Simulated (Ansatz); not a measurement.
Start from Ta in the bcc (W type) structure (space group Im-3m, No. 229; a = 3.282 Å; relaxed with 0.1 eV smearing). Axes: x, y, z lie along the cube axes.

Calculations: PBEsol (Ansatz, a quantum-chemistry and plane-wave program, PAW, no SOC).

For the base:

```
Quantity                           Result
-----------------------------  ----------
Shortest interatomic distance  5.372 bohr
```

Now apply this change: biaxial strain +3.00 %, plane normal [001], relaxed out of plane (Cartesian); in-plane vectors clamped, the third vector and the atoms free.

Problem. What happens to the ratio −ε⊥/ε∥?

Solution. The ratio −ε⊥/ε∥ amounts to 1.20.

Problem. Estimate the effect on the shortest interatomic distance.

Solution. The shortest interatomic distance rises by 0.0455 bohr to 5.417 bohr.

No phonon test of stability was made. All final runs are without spin polarisation.
